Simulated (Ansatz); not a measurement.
Consider this model of amorphous W$_{30}$N$_{20}$.

```xyz
50
Lattice="8.7204 0.0387 0.0139 0.0387 8.6372 -0.2639 0.0139 -0.2639 8.3346" Properties=species:S:1:pos:R:3 pbc="T T T"
W      7.1246     8.0384     2.2168
W      8.5240     4.6094     6.3730
W      5.1523     4.2636     0.2061
W      2.1436     5.2930     8.1373
W      5.9446     4.6167     5.2690
W      6.4362     1.9620     1.9315
W      4.1793     2.9144     3.6408
W      1.2710     1.8200     6.2595
W      7.9884     0.3969     5.0992
W      3.6341     3.2262     6.6103
W      4.9821     0.0034     7.4760
W      7.9148    -0.0085     8.0665
W      6.0085     7.3395     4.8101
W      3.8116     6.1275     3.4274
W      3.8555     0.6756     1.9626
W      2.5992     3.3301     1.5151
W      2.3040     8.2437     7.7483
W      8.3928     6.0539     4.0165
W      8.1309     3.0703     3.9967
W      3.8446     6.3266     6.3636
W      6.4507     5.0946     2.6200
W      1.5346     1.3382     3.3138
W      8.5197     3.6412     1.0666
W      6.9926     2.3325     6.7497
W      1.7842     7.5004     4.8736
W      1.6379     7.3288     1.9986
W      4.6609     6.9008     0.7235
W      3.8907     0.7140     5.0349
W      8.0096     6.1204     0.5126
W      1.8665     4.2154     4.4652
N      0.6312     8.4041     6.2770
N      1.6823     3.8479     6.6074
N      0.8524     7.3176     0.1143
N      4.5608     2.6715     1.5440
N      3.5636     5.2074     1.3443
N      5.5206     6.9437     2.7409
N      3.8610     4.6126     5.0378
N      8.0880     1.1008     3.1804
N      7.2965     6.0966     5.7858
N      1.6980     5.9283     3.4301
N      6.1574     3.3119     3.6630
N      6.3396     1.5164     0.0176
N      5.8962     0.7639     5.6134
N      2.1135     1.3521     1.1717
N      6.5201     7.5918     0.1374
N      1.0040     3.3223     2.7505
N      7.1174     4.2123     7.8832
N      3.0730     8.1904     3.3089
N      8.7139     1.9803     7.9219
N      3.2990     1.2104     6.9596
```

These are PBE, scalar-relativistic without spin-orbit coupling (plane waves to 420 eV, PAW; Ansatz, a program for electronic structure) values and carry that method's errors. The usual formal charges leave 120 electrons over, so the level spacing at the Fermi energy parts defect or band states and needn't be the band gap.

It comes from a melt-quench run on a machine-learned potential (CHGNet), relaxed afterwards by DFT. N atoms were pushed apart under 1.9 Å during the dynamics, to hinder bonds among them. The hot cell started wider than the set density and was brought back towards it in steps. It is the lowest in DFT energy of 2 quenches. It is a model cell: composition and starting density were chosen by hand, and all elements were melted together. No dispersion term was used. Its density started from a set value of 17.31 and ended at 15.34 g/cm³. Cooling (nominally 300 K/ps over its main leg) ran many orders faster than in experiment, which tends to leave more defects and strain. Values belong to this one cell and scatter from quench to quench. Volume and shape were free in the relaxation. Stress components on the final sampling reach 0.5 GPa. On a 2×2×2 Γ-centred mesh force components of up to 0.47 eV/Å stay, since the relaxation ran on one k-point at (1/4, 1/4, 1/4).

Cut-offs for bonds: W-W 3.04 Å, W-N 2.50 Å, N-N 1.70 Å. Two cations that share two anions don't count as bonded, nor two that share one unless they lie closer than W-W 2.95 Å.

### Question
Give the coordination numbers, mean bond lengths and angles.

### Answer

* **Mean coordination of W by anions**: 3.27 (1 with 1, 2 with 2, 17 with 3, 8 with 4, 2 with 5); 120 close contacts or bonds to cations besides
* **Mean coordination of N**: 4.90 (4 with 4, 14 with 5, 2 with 6)
* **Mean W-W close contact**: 2.813 Å (spread 0.102 Å, 60 counted)
* **Mean W-N bond**: 2.117 Å (spread 0.081 Å, 98 counted)
* **Bond angle at W**: mean 99.1°, spread 32.4°
* **Bond angle at N**: mean 105.7°, spread 28.5°
